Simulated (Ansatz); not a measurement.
The starting structures come from a database of crystals and need not be the phases stable at ambient conditions.

Here is the system:

```yaml
crystal:
  lattice:
    - [4.30836, 0.00000, 0.00000]
    - [-2.15418, 8.19078, 0.00000]
    - [0.00000, 0.00000, 11.22843]
  atoms:
    - { symbol: Cs, position: [0.74418, 0.48836, 0.75000] }
    - { symbol: Cs, position: [0.25582, 0.51164, 0.25000] }
    - { symbol: Y, position: [0.00000, 0.00000, 0.00000] }
    - { symbol: Y, position: [0.00000, 0.00000, 0.50000] }
    - { symbol: Cd, position: [0.46057, 0.92114, 0.75000] }
    - { symbol: Cd, position: [0.53943, 0.07886, 0.25000] }
    - { symbol: Se, position: [0.06043, 0.12086, 0.75000] }
    - { symbol: Se, position: [0.93957, 0.87914, 0.25000] }
    - { symbol: Se, position: [0.61684, 0.23368, 0.04533] }
    - { symbol: Se, position: [0.38316, 0.76632, 0.95467] }
    - { symbol: Se, position: [0.38316, 0.76632, 0.54533] }
    - { symbol: Se, position: [0.61684, 0.23368, 0.45467] }
```

Space group of this cell: Cmcm. The cell is taken as given; by r2SCAN its mean pressure is -1.1 GPa.

Transport runs along the normal of the first two printed cell vectors.

No gap correction and no spin-orbit coupling; mid-gap values are interpolated between computed energies.

**Question.** Estimate the band gap and the smallest decay constant κ at mid-gap that r2SCAN in Ansatz (a quantum-chemistry and plane-wave program) returns for this system.

**Answer.** Gap 2.61 eV on a 8×8×4 mesh; κ = 0.180 1/Å, at the zone centre.
